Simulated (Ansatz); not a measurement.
An Ansatz (a program for electronic structure) run: Ru with a change (isotropic strain −3.00 %); plane-wave PAW DFT at the LDA level (Ansatz, 420 eV), no spin-orbit coupling.

Input:

Ansatz 0.2 input:
```yaml
crystal:
  lattice:
    - [2.5953112389, 0, 0]
    - [-1.2976556195, 2.2476054636, 0]
    - [0, 0, 4.0969951985]
  atoms:
    - { symbol: Ru, position: [0.6666666667, 0.3333333333, 0.75] }
    - { symbol: Ru, position: [0.3333333333, 0.6666666667, 0.25] }
basis: { ecutwfc: 420, ecutrho_ratio: 4, xc_grid: 2, fft_grid_basis: typed }
kpoints: { mp_grid: { grid: [25, 25, 14] } }
hamiltonian:
  xc: lda
  dispersion: none
  pseudopotentials: { kind: paw }
scf: { occupations: { method: fermi_dirac, width: 0.1 }, convergence: { dr2_threshold: 0.0000000002 } }
relax: { f_tol: 0.005, max_steps: 50 }
output: { forces: true, stress: true }
checkpoint: { write: state.ck, write_every: 1000 }
```

Output (explanatory and most iteration lines left out):

```
Relaxation: its limit of steps is 50 (relax.max_steps)
Pseudopotential: Ru, paw, valence charge 16
Crystal: 2 atoms, lattice volume = 23.899 Å³
Basis set: ecut = 420 eV, 463 PW (Γ), exchange–correlation on 36×36×60 points (8 copies of the dense FFT grid, shifted against one another)
Bands: 20, of which v1, the nominal top of the filled ones, is band 16 counted from 1 (15 counted from 0)
Symmetry: 24 space group operations
Space group: P63/mmc (ITA 194), of the structure as read, at distance tolerance 2.9e-5 Å
k-points: 520 of 8750
Functional: x = slater, c = lda
SCF iter   1: F=—  HF=-11516.347908 eV  |F-HF|=—  |Δ(HF+E_count)|=         —  Δρ=1.13e-2  dr2=1.49e-2  ethr=1.77e-3  ⟨swp⟩=5.0  Hψ=96975  notcnv=0  defer=63
SCF iter   2: F=—  HF=-11516.345115 eV  |F-HF|=—  |Δ(HF+E_count)|=   2.79e-3  Δρ=6.03e-3  dr2=3.91e-3  ethr=4.64e-5  ⟨swp⟩=2.2  Hψ=19656  notcnv=0  defer=83
SCF 1 converged in 7 iterations: F = -11516.344572 eV  dr2 = 3.86e-11
relax step   1: F+E_penalty+E_count = -11516.34457226 eV  Δ(F+E_penalty+E_count) = +0.000e0 eV  max|allowed force component| = 5.320e-17 eV/Å  Δτ_max = 0.0000 Å  (7 SCF iters, accepted)
SCF converged after 7 iterations
Free energy (F): -11516.344572 eV
Internal energy: -11516.300598 eV  (E = F + TS)
E sigma→0 (E₀):  -11516.322585 eV
Entropy (-TS):   -0.043974 eV (-21.987 meV/atom)
Fermi energy:    27.136520 eV
--- Forces (eV/Å), atoms counted from 1 ---
  atom   1  Ru    -0.00000000    -0.00000000     0.00000000
  atom   2  Ru     0.00000000     0.00000000     0.00000000
--- Stress (GPa, compression-positive) ---
       40.636864       0.000000       0.000000
        0.000000      40.636864       0.000000
        0.000000       0.000000      43.335053
  P = ⅓ Tr σ = 41.5363 GPa (415.363 kbar)
--- Relaxed structure (1 steps of the walk, 1 accepted, 0 SCFs on fresh bases) ---
  atoms:
    - { symbol: Ru, position: [0.6666666666666666, 0.3333333333333333, 0.75] }
    - { symbol: Ru, position: [0.3333333333333333, 0.6666666666666666, 0.24999999999999997] }
```

Whether these cells are dynamically stable was not tested. All final runs are without spin polarisation. The cell was made from Ru in the hcp (Mg type) structure (space group P6_3/mmc, No. 194) by this change: isotropic strain −3.00 %.
